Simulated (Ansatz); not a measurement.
# Defect calculation: O interstitial started as a split pair with O in wurtzite ZnO

All values below come from PBE, PAW (plane waves to 420 eV; Ansatz, an electronic-structure program). Cell: 96 sites, 3×2×2 repeats of a cell of 8 atoms; final energies on a 2×2×2 shifted mesh. Site at the start: split with O. Charged cells carry a point-charge image correction with potential alignment at far atoms. Dielectric constants: PBE linear response of the host. Host gap at this level: 0.74 eV. These values are not converged in cell size to better than tenths of an eV. The semilocal functional narrows the gap, so deep levels can fall outside it. Spin–orbit coupling is left out. Each state is the lowest found from its start.

Formation energies E_f are given with the Fermi level at the valence-band maximum. Chemical conditions: O-rich (Δμ(O) = 0.00 eV; only phases computed here count, gases as isolated molecules at 0 K); Zn-rich (Δμ(O) = -2.85 eV; only phases computed here count, gases as isolated molecules at 0 K). Reference phases: O: O2 molecule in a box.

The name describes the start; the neighbours show where the atoms ended.

Charges with a result: +1, 0, −1, −2. Others weren't obtained, and one of them could lie lower, also by skipping a charge.

| charge | moment (μB) | largest move off a lattice site (Å) | neighbours of the last O atom of the defect at the end (Å) | image correction with alignment (eV) | E_f, O-rich (eV) | E_f, Zn-rich (eV) | above the lowest spin state (eV) |
|---|---|---|---|---|---|---|---|
| +1† | 0.9 | 0.38 | O 1.39, Zn 2.02, Zn 2.04, O 2.74, Zn 2.79, Zn 2.84, O 2.85 | 0.22 | – | – | 0.00 |
| 0 | not spin-polarised | 0.30 | O 1.48, Zn 1.95, Zn 1.95 | 0.00 | 1.76 | 4.60 | 0.00 |
| 0 | 0.0 | 0.30 | O 1.48, Zn 1.95, Zn 1.95 | 0.00 | 1.76 | 4.60 | 0.00 |
| −1† | quenched | 0.30 | O 1.48, Zn 1.95, Zn 1.95 | 0.05 | – | – | 0.00 |
| −2† | not spin-polarised | 0.31 | O 1.48, Zn 1.95, Zn 1.95 | 0.32 | – | – | 0.00 |

† Not settled in this cell, so no level is given: charge +1: a level filled in part, carriers not clearly localised, level within 0.1 eV of a band edge or past it; charge −1: a level filled in part, carriers not clearly localised, level within 0.1 eV of a band edge or past it; charge −2: carriers not clearly localised, level within 0.1 eV of a band edge or past it.

Starting moments that weren't kept: charge 0 began with 2 μB and ended with 0.0; charge −1 began with 1 μB and ended with 0.0.

Not the lowest form: the same atoms on another site or from another start ended lower, by 0.28 eV at charge −1.

Flagged in the runs: a doubtful potential alignment, a host whose relaxation on this sampling wasn't shown to rest, a strain field that reaches the edge of the cell.
